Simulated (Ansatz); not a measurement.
## NiSi: pressure series

Start from NiSi (space group Pnma, No. 62; a = 5.1899 Å, b = 3.3505 Å, c = 5.6240 Å; non-magnetic).

Cell and atoms are relaxed at each pressure.

Method: PBE in Ansatz (plane waves to 420 eV, PAW, without spin-orbit coupling).

Two rows of this table had their results exchanged by mistake.

```csv
pressure,volume per atom (Å³),shortest distance (Å),band gap
pressure −2 GPa,12.38,2.294,zero
pressure −1 GPa,12.30,2.291,zero
pressure 0.3 GPa,12.20,2.287,zero
pressure 0.7 GPa,12.17,2.285,zero
pressure 1.5 GPa,11.88,2.272,zero
pressure 3 GPa,12.01,2.278,zero
pressure 5 GPa,12.12,2.283,zero
pressure 7.5 GPa,11.73,2.265,zero
pressure 10 GPa,11.59,2.259,zero
```

Q: Which two?

A: The rows for pressure 1.5 GPa and pressure 5 GPa: the volume has to fall steadily with pressure, so 12.12 Å³ belongs to pressure 1.5 GPa and 11.88 Å³ to pressure 5 GPa.

Load acts through the strain it causes; cell and atoms are relaxed under it. Stability against distortions was not tested. Competing high-pressure phases were not computed. Seeded moments were not kept for the base. All final runs are without spin polarisation.

Ansatz is a quantum-chemistry and plane-wave program.
